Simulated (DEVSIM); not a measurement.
Structure: abrupt GaAs p-n junction, at 300 K.

```
layer (left to right)  material  thickness (μm)  Nd (cm⁻³)  Na (cm⁻³)  τn (s)  τp (s)
---------------------  --------  --------------  ---------  ---------  ------  ------
1                          GaAs            6.10          -     3.8e15  1.6e-9  1.6e-9
2                          GaAs            4.80     4.1e14          -  1.6e-9  1.6e-9
```

Left contact: ohmic. Right contact: ohmic. Voltage is applied to the left contact. Recombination: SRH at mid-gap, radiative, Auger. Mobility is constant in doping.

This is a model device: material constants are rounded textbook-type values typed into the input, and sizes, dopings and lifetimes were drawn at random. Values at 300 K.

| parameter | GaAs |
|---|---|
| gap (eV) | 1.424 |
| affinity (eV) | 4.07 |
| permittivity | 12.9 |
| Nc (cm⁻³) | 4.7e17 |
| Nv (cm⁻³) | 9e18 |
| μn (cm²/Vs) | 8500 |
| μp (cm²/Vs) | 400 |
| B (cm³/s) | 2e-10 |
| Cn (cm⁶/s) | 1e-30 |
| Cp (cm⁶/s) | 1e-30 |

DEVSIM, 1D drift-diffusion, Boltzmann statistics, complete ionisation; no tunnelling, impact ionisation, image-force lowering or self-heating.

Problem. Give the dark forward current.

Solution. 
```tsv
V (V)	J (A/cm²)
0.05	2.4e-9
0.10	8.2e-9
0.20	6.7e-8
0.25	1.8e-7
0.30	5.0e-7
0.40	3.8e-6
0.45	1.1e-5
0.50	3.0e-5
0.60	0.00024
0.65	0.00070
0.70	0.0021
0.80	0.025
0.85	0.10
0.90	0.47
1.00	7.7
1.05	22
1.10	49
1.20	150
1.25	220
1.30	310
1.40	530
1.45	660
1.50	810
1.60	1100
1.65	1300
1.70	1500
1.80	1800
1.85	2000
```
